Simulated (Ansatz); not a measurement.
Start from Mg₂Ge in the anti-fluorite structure (space group Fm-3m, No. 225; a = 6.364 Å). Axes: x, y, z lie along the cube axes.

Computed with PBEsol (Ansatz, a quantum-chemistry and plane-wave program), without spin-orbit coupling.

Base values:

| Property | Result |
|---|---|
| Band gap | 0.08 eV |
| Shortest interatomic distance | 275.6 pm |

Perturbation: biaxial strain +2.50 %, plane normal [001], relaxed out of plane (Cartesian); in-plane vectors clamped, the third vector and the atoms free.

Problem. What does the calculation give for the band gap, energy relative to the base and shortest interatomic distance after the change?

Solution. The band gap changes from 0.08 eV to zero; the energy goes up by 10 meV/atom; the shortest interatomic distance grows by 3.75 pm to 279.3 pm.

Stability against distortions was not tested. All final runs are without spin polarisation. The zero or small gap of Mg2Ge can change with the level of theory.
